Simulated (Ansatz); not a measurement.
An Ansatz (a quantum-chemistry and plane-wave program) input (PBE in Ansatz (plane waves to 420 eV, PAW, no SOC)):

Ansatz 0.2 input:
```yaml
crystal:
  lattice:
    - [0, 2.2173276205, 2.2173276205]
    - [2.2173276205, 0, 2.2173276205]
    - [2.2173276205, 2.2173276205, 0]
  atoms:
    - { symbol: B, position: [0, 0, 0] }
    - { symbol: P, position: [0.25, 0.25, 0.25] }
basis: { ecutwfc: 420, ecutrho_ratio: 4, xc_grid: 2, fft_grid_basis: typed }
kpoints: { mp_grid: { grid: [12, 12, 12] } }
hamiltonian:
  xc: pbe
  dispersion: none
  pseudopotentials: { kind: paw }
scf: { occupations: { method: fermi_dirac, width: 0.05 }, convergence: { dr2_threshold: 0.0000000002 } }
relax: { f_tol: 0.005, max_steps: 50 }
output: { forces: true, stress: true }
checkpoint: { write: state.ck, write_every: 1000 }
```

### Question
Which symmetry and how many k-points will the program report, and about how many plane waves at Γ?

### Answer
Space group F-43m (ITA 216) with 24 operations, k-points 72 of 1728, and 411 plane waves at Γ.

### Question
And the final pressure?

### Answer
14.21 GPa (compression positive).

The cells carry an imposed strain or load. No phonon test of stability was made. The cell was made from BP in the zinc blende structure (space group F-43m, No. 216) by this change: isotropic strain −2.50 %.
